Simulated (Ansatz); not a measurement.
System: CsCl-type NaCl (model structure) (like a known high-pressure phase). Method: LDA in Ansatz (plane waves, PAW).

Numerical settings: plane-wave cutoff 500 eV, 10×10×10 k mesh, gaussian smearing 0.02 eV, scalar-relativistic PAW data made under PBE.

Cell (relaxed at this level):

```cif
data_ClNa
_chemical_formula_sum 'Na1 Cl1'
_space_group_name_H-M_alt 'Pm-3m'
_space_group_IT_number 221
_space_group_name_Hall '-P 4 2 3'
_cell_length_a 3.36883
_cell_length_b 3.36883
_cell_length_c 3.36883
_cell_angle_alpha 90.000
_cell_angle_beta 90.000
_cell_angle_gamma 90.000
loop_
_atom_site_label
_atom_site_type_symbol
_atom_site_symmetry_multiplicity
_atom_site_Wyckoff_symbol
_atom_site_fract_x
_atom_site_fract_y
_atom_site_fract_z
_atom_site_occupancy
Na1 Na 1 a 0.00000 0.00000 0.00000 1
Cl1 Cl 1 b 0.50000 0.50000 0.50000 1
```

Question: Give the computed band gap.

Answer: 
- band gap = 4.01 eV (on the SCF k mesh)

Static lattice: no zero-point or thermal effects.

It cost about 6 core-seconds (a rough figure) of CPU time.

A model structure was made by putting elements into a prototype or built by hand; it is no filed structure, need not be a known phase, and can be a saddle point held by its symmetry.

Ansatz is a program for electronic structure.
